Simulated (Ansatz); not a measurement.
Consider SiC in the zinc blende structure (space group F-43m, No. 216).

```yaml
crystal:
  lattice:
    - [0.00000, 2.18988, 2.18988]
    - [2.18988, 0.00000, 2.18988]
    - [2.18988, 2.18988, 0.00000]
  atoms:
    - { symbol: Si, position: [0.00000, 0.00000, 0.00000] }
    - { symbol: C, position: [0.25000, 0.25000, 0.25000] }
```

The values are results of DFT with PBE, PAW potentials and a 420 eV plane-wave cutoff in Ansatz (a program for electronic structure), spin-orbit coupling left out, not measurements.

Strains are applied to the cell and any free atomic positions relax.

One change was made to it. Results:

The band gap increases by 0.063 eV, from 1.37 eV to 1.44 eV; the electron mass becomes 0.71 mₑ along k, 0.23 mₑ across (at X) (base: 0.68 mₑ along k, 0.23 mₑ across (at X)); the pressure goes from zero to -136.0 kbar; the gap character is still indirect, Γ → X.

What was done to the base?
A. isotropic strain −1.50 %
B. isotropic strain +1.00 %
C. isotropic strain −3.00 %
D. isotropic strain +2.50 %
E. isotropic strain −2.50 %

D, isotropic strain +2.50 %. For comparison, the electron mass in the other runs: isotropic strain −2.50 % gives 0.65 mₑ along k, 0.22 mₑ across (at X); isotropic strain −1.50 % gives 0.66 mₑ along k, 0.22 mₑ across (at X); isotropic strain −3.00 % gives 0.65 mₑ along k, 0.22 mₑ across (at X); isotropic strain +1.00 % gives 0.69 mₑ along k, 0.23 mₑ across (at X).

Effective masses come from finite differences of ±0.01 Å⁻¹. Along k means along the line from Γ to the band edge. No phonon test of stability was made.
